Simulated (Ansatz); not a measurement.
# MgS: energy against strain

MgS (rock salt, Fm-3m, 17.607 Å³/atom at rest, cube axes along x, y and z) under a strain ε along a cube axis (axis z), the other axes held. r2SCAN in Ansatz, a plane-wave DFT program (PAW, default set), 500 eV, 11×11×11 Γ-centred mesh, Fermi-Dirac smearing 0.05 eV; ions are relaxed within the symmetry of each cell.

Here s stands for strain and y for E less E0.

```
strain (%)  E less E0 (meV/atom)
----------  --------------------
-3.00                          ?
-1.50                       1.99
-1.00                       0.87
-0.50                       0.21
0.00                        0.00
0.50                        0.20
1.00                        0.80
1.50                        1.76
```

Q: Using a parabola, estimate the missing y at s = -3.00 from the other rows, showing the fit.

A: Least squares gives y = -0.001 - 0.0600·s + 0.8343·s². Residuals (row less fit): 0.024, -0.023, -0.028, 0.001, 0.022, 0.027, -0.026; standard error 0.031 (degrees of freedom: 4). Twice the quadratic coefficient over the volume, 2 × 0.8343 meV × 10⁴ × 0.1602 / 17.607 Å³, is the elastic constant C11 = 152 ± 2 GPa. At the withheld row, y = -0.001 - 0.0600 × (-3.0) + 0.8343 × (-3.0)² = 7.688 meV/atom. The calculation gives 8.46 meV/atom, 0.772 meV/atom above the prediction (9.1 % of the range of y in the table). The row lies outside the fitted rows, so this is an extrapolation. From the scatter of the fitted rows alone, a prediction at this place has a standard error of 0.117 meV/atom, so the miss is 6.6 times that.

One order more, fitted to all 13 runs of the series, follows each within 0.01, so the miss is the next term of a smooth law. Rows are the converged runs of the series near zero and its far end; series whose fitted rows scatter by over a few per cent of the range, as at a crossing or softening among them, aren't shown in this form. Most that stay on the fit to the last digits aren't either.
